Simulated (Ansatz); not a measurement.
**TiO2, element substitutions**

The reference is TiO2 in the rutile structure (space group P4_2/mnm, No. 136).

```
CELL_PARAMETERS angstrom
      4.59159     0.00000     0.00000
      0.00000     4.59159     0.00000
      0.00000     0.00000     2.93910
ATOMIC_POSITIONS crystal
  Ti 0.00000 0.00000 0.00000
  Ti 0.50000 0.50000 0.50000
  O  0.30442 0.30442 0.00000
  O  0.80442 0.19558 0.50000
  O  0.19558 0.80442 0.50000
  O  0.69558 0.69558 0.00000
```

Each row replaces one element on all its sites; cell and atoms are relaxed.

Levels (all Ansatz, a first-principles code, PAW, earlier PAW set): PBEsol (420 eV, scalar-relativistic without spin-orbit coupling); r2SCAN (500 eV, scalar-relativistic without spin-orbit coupling).

Band gaps by level, all at the geometries relaxed with PBEsol:

```
case      PBEsol   r2SCAN
-------  -------  -------
base     1.87 eV  2.24 eV
Ti → Cr     zero     zero
Ti → Ce  2.09 eV  2.41 eV
```

Single points use the geometry relaxed with PBEsol. Stability against distortions was not tested. For CeO2 in this form, whether it has been made was not checked. Seeded moments were not kept for Ti → Ce. No Hubbard U is applied and the magnetic state is the run's own (CrO2 ferromagnetic); other magnetic orders, which need larger cells, were not tried and can change the gap. Spin-polarised in the final run: PBEsol CrO2 and r2SCAN CrO2; the other runs are not.
